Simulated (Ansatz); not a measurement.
The starting structures come from a database of crystals and need not be the phases stable at ambient conditions.

 Where the default PAW files enter, the runs use the earlier of Ansatz's two default sets.

The decay constant κ of evanescent states in the gap governs leakage through a thin film.

Consider the following.

```yaml
crystal:
  lattice:
    - [7.07717, 0.00000, 0.00000]
    - [0.00000, 7.07717, 0.00000]
    - [3.53859, -3.53859, 5.00432]
  atoms:
    - { symbol: Al, position: [0.87500, 0.87500, 0.25000] }
    - { symbol: Al, position: [0.87500, 0.87500, 0.75000] }
    - { symbol: Al, position: [0.87500, 0.37500, 0.25000] }
    - { symbol: Al, position: [0.37500, 0.87500, 0.75000] }
    - { symbol: Zn, position: [0.25000, 0.25000, 0.50000] }
    - { symbol: Zn, position: [0.50000, 0.50000, 0.00000] }
    - { symbol: S, position: [0.65314, 0.11562, 0.23124] }
    - { symbol: S, position: [0.63438, 0.63438, 0.73124] }
    - { symbol: S, position: [0.11562, 0.11562, 0.23124] }
    - { symbol: S, position: [0.63438, 0.09686, 0.73124] }
    - { symbol: S, position: [0.11562, 0.65314, 0.76876] }
    - { symbol: S, position: [0.63438, 0.63438, 0.26876] }
    - { symbol: S, position: [0.11562, 0.11562, 0.76876] }
    - { symbol: S, position: [0.09686, 0.63438, 0.26876] }
```

Space group of this cell: Fd-3m, spinel. The cell is taken as given; by PBEsol its mean pressure is -0.9 GPa.

Transport runs along the normal of the first two printed cell vectors, the (001) plane of the conventional cell.

The gap is the functional's own. No spin-orbit coupling. Mid-gap values are interpolated on the energy grid.

Question: Compute, with PBEsol (Ansatz, a first-principles code), the band gap and the smallest decay constant κ at mid-gap.

Answer: Gap 2.38 eV on a 6×6×6 mesh; κ = 0.187 1/Å, at the zone centre.
